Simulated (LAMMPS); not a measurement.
Simulation of Ni (fcc), 2048 atoms, at 2070 K and 0 GPa, heated as the crystal.

Computed with classical MD, pair style adp, file Ni.adp; code LAMMPS.

```
frequency (THz)  vibrational (phonon) density of states (1/THz)
---------------  ----------------------------------------------
0.07050                                                  0.0003
0.3525                                                   0.0017
0.6345                                                   0.0069
0.9165                                                   0.0136
1.198                                                    0.0219
1.480                                                    0.0336
1.762                                                    0.0445
2.045                                                    0.0585
2.326                                                    0.0781
2.608                                                    0.0957
2.889                                                    0.1139
3.171                                                    0.1348
3.454                                                    0.1502
3.736                                                    0.1610
4.018                                                    0.1697
4.300                                                    0.1762
4.582                                                    0.1792
4.864                                                    0.1762
5.146                                                    0.1667
5.428                                                    0.1550
5.710                                                    0.1434
5.992                                                    0.1361
6.274                                                    0.1317
6.556                                                    0.1285
6.838                                                    0.1308
7.120                                                    0.1360
7.402                                                    0.1373
7.683                                                    0.1297
7.965                                                    0.1156
8.247                                                    0.0982
8.529                                                    0.0769
8.811                                                    0.0548
9.093                                                    0.0388
9.375                                                    0.0285
9.657                                                    0.0215
9.939                                                    0.0167
10.22                                                    0.0135
10.50                                                    0.0112
10.78                                                    0.0093
11.07                                                    0.0078
11.35                                                    0.0065
11.63                                                    0.0055
11.91                                                    0.0048
12.19                                                    0.0041
12.48                                                    0.0035
12.76                                                    0.0030
13.04                                                    0.0025
13.32                                                    0.0021
13.60                                                    0.0018
13.89                                                    0.0015
```

Main features:
- state found: crystal; no diffusion seen in 30 ps
- mean frequency of the vibrational (phonon) density of states: 5.5 THz

Caution: this crystal lies over the melting point of about 1800 K that EAM-type Ni.adp gives, so it is superheated.
